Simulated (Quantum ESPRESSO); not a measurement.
## Effort and miss along a sweep of K_POINTS: ScAl3 (I4/mmm, 4 atoms in the cell)

```
ScAl3
1.0
   -2.01280     2.01280     4.42319
    2.01280    -2.01280     4.42319
    2.01280     2.01280    -4.42319
Sc Al
1 3
Direct
  0.00000   0.00000   0.00000
  0.75000   0.25000   0.50000
  0.25000   0.75000   0.50000
  0.50000   0.50000   0.00000
```

Method of the run: LDA (PW92), PseudoDojo standard norm-conserving (LDA) pseudopotentials (plane waves; Quantum ESPRESSO).

Base settings: ecutwfc = 80 Ry; occupations = smearing; smearing = marzari-vanderbilt; degauss = 0.0147 Ry; potentials = {Sc: Sc.upf, Al: Al.upf}; K_POINTS = automatic 10 10 10 0 0 0; conv_thr = 1e-10 Ry; mixing_beta = 0.5.

Misses are taken against the tightest run, automatic 13 13 13 0 0 0, which need not be fully converged itself. The energy is the free energy per atom.

The count of work is k-points × plane waves × bands × iterations; it is no time, and leaves out set-up, grids and terms that scale otherwise. Core times come from one kind of shared machine and are given to one figure; runs under 30 s give none.

The starting cell comes from a database of computed structures (which also holds hypothetical and non-ambient phases and stackings), without a prior relaxation at this level. In the base run, with a pressure of about -5 GPa the cell is away from its equilibrium volume at this level.

The runs (K_POINTS): automatic 1 1 1 0 0 0 | automatic 2 2 2 0 0 0 | automatic 3 3 3 0 0 0 | automatic 4 4 4 0 0 0 | automatic 5 5 5 0 0 0 | automatic 6 6 6 0 0 0 | automatic 8 8 8 0 0 0 | automatic 9 9 9 0 0 0 | automatic 10 10 10 0 0 0 | automatic 11 11 11 0 0 0 | automatic 13 13 13 0 0 0.

Q: Which is the coarsest setting among those run that, with all tighter ones, holds the energy within 10 meV/atom of the reference, and what does it save?

A: automatic 4 4 4 0 0 0, off by 3.8 meV/atom; it needs 0.090 of the reference's count of work.

Q: Which is the coarsest setting among those run that, with all tighter ones, holds the energy within 2 meV/atom of the reference, and what does it save?

A: automatic 8 8 8 0 0 0, off by 1.5 meV/atom; it needs 0.41 of the reference's count of work and about 0.3 of the reference's time.

Q: What does the step from automatic 1 1 1 0 0 0 to automatic 5 5 5 0 0 0 buy?

A: It takes the miss in the energy from 1600 to 7.2 meV/atom, for 4.5 times the count of work.

| K_POINTS | energy less reference (meV/atom) | pressure less reference (GPa) | count of work / reference | core time / reference (rough) |
|---|---|---|---|---|
| automatic 1 1 1 0 0 0 | 1610.14 | -5.68 | 0.020 | – |
| automatic 2 2 2 0 0 0 | 19.44 | -1.23 | 0.065 | – |
| automatic 3 3 3 0 0 0 | 67.40 | -0.36 | 0.056 | – |
| automatic 4 4 4 0 0 0 | 3.80 | -0.13 | 0.090 | – |
| automatic 5 5 5 0 0 0 | -7.17 | -0.04 | 0.092 | – |
| automatic 6 6 6 0 0 0 | -2.66 | -0.06 | 0.19 | 0.2 |
| automatic 8 8 8 0 0 0 | 1.49 | 0.01 | 0.41 | 0.3 |
| automatic 9 9 9 0 0 0 | -0.46 | -0.02 | 0.49 | 0.4 |
| automatic 10 10 10 0 0 0 | 0.29 | 0.00 | 0.57 | 0.6 |
| automatic 11 11 11 0 0 0 | 0.65 | 0.01 | 0.70 | 0.7 |
| automatic 13 13 13 0 0 0 | 0.00 | 0.00 | 1.0 | 1 |
